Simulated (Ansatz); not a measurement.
# GaN: electrons 5.0×10^21 cm⁻³

Base system: GaN in the wurtzite structure (space group P6_3mc, No. 186; a = 3.219 Å, c = 5.244 Å).

It is then changed as follows: electron doping at 5.0×10^21 cm⁻³ (0.235 per cell), with a uniform compensating background at fixed cell and a 300 K Fermi–Dirac width.

Calculations: DFT with PBE, PAW potentials and a 420 eV plane-wave cutoff in Ansatz (a first-principles code), without spin-orbit coupling, earlier PAW set. Settings: 21×21×11 k-points, 0.0259 eV Fermi–Dirac smearing.

The gap between the host's bands decreases by 0.10 eV, from 1.71 eV to 1.61 eV and the gap character stays direct at Γ. The Fermi level relative to the doped band's edge (positive inside the band; to 0.05 eV) amounts to +2.30 eV.

Charged cell with a jellium background: band edges are those of the host's band count, energies are not comparable with the neutral cell, and many-body gap narrowing is missing. Stability against distortions was not tested.
